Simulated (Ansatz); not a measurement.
The reference is LiNbO3 (space group R3c, No. 161).

```
CELL_PARAMETERS angstrom
      2.56733     1.48225     4.60804
     -2.56733     1.48225     4.60804
      0.00000    -2.96450     4.60804
ATOMIC_POSITIONS crystal
  Li 0.28078 0.28078 0.28078
  Li 0.78078 0.78078 0.78078
  Nb 0.99839 0.99839 0.99839
  Nb 0.49839 0.49839 0.49839
  O  0.10932 0.35998 0.71863
  O  0.71863 0.10932 0.35998
  O  0.35998 0.71863 0.10932
  O  0.21863 0.85998 0.60932
  O  0.85998 0.60932 0.21863
  O  0.60932 0.21863 0.85998
```

Calculations: plane-wave PAW DFT at the PBEsol level (Ansatz, a first-principles code, 420 eV), scalar-relativistic without spin-orbit coupling.

Base values:

| Item | Value |
|---|---|
| Pressure | 0.0 kbar |

Perturbation: an isotropic linear strain of −2.25 %, atoms relaxed at fixed cell.

Task: Estimate the effect on the largest internal atomic displacement.

Result: The largest internal atomic displacement amounts to 0.065 Å.

Task: How does this affect the energy relative to the base?

Result: The energy grows by 19 meV/atom.

Task: How does this affect the pressure?

Result: The pressure (mean of the normal stresses, compression positive) goes from zero to 91.4 kbar.

Stability against distortions was not tested.
